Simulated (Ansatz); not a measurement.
# A computed series for LiCl: response to strain

Take LiCl in the rock salt structure (space group Fm-3m, No. 225) as the base.

```
CELL_PARAMETERS angstrom
      0.00000     2.53210     2.53210
      2.53210     0.00000     2.53210
      2.53210     2.53210     0.00000
ATOMIC_POSITIONS crystal
  Li 0.00000 0.00000 0.00000
  Cl 0.50000 0.50000 0.50000
```

Cartesian axes are those of the cell as printed.

Strains are applied to the cell and any free atomic positions relax; under biaxial strain the out-of-plane vector relaxes too.

Method: plane-wave PAW DFT at the PBEsol level (Ansatz, an electronic-structure program, 420 eV), scalar-relativistic without spin-orbit coupling.

Candidates:
(a) biaxial strain −2.50 %, plane normal [001], relaxed out of plane
(b) biaxial strain −0.50 %, plane normal [001], relaxed out of plane
(c) biaxial strain +2.50 %, plane normal [001], relaxed out of plane
(d) biaxial strain −1.00 %, plane normal [001], relaxed out of plane
(e) biaxial strain −3.00 %, plane normal [001], relaxed out of plane

Notes on the quantities. in-plane stress: mean in-plane stress (compression positive).

Problem. Order them by in-plane stress, highest first.

Solution. (e) biaxial strain −3.00 %, plane normal [001], relaxed out of plane (+2.6 GPa), (a) biaxial strain −2.50 %, plane normal [001], relaxed out of plane (+2.1 GPa), (d) biaxial strain −1.00 %, plane normal [001], relaxed out of plane (+0.8 GPa), (b) biaxial strain −0.50 %, plane normal [001], relaxed out of plane (+0.4 GPa), (c) biaxial strain +2.50 %, plane normal [001], relaxed out of plane (-1.5 GPa)

Stability against distortions was not tested.
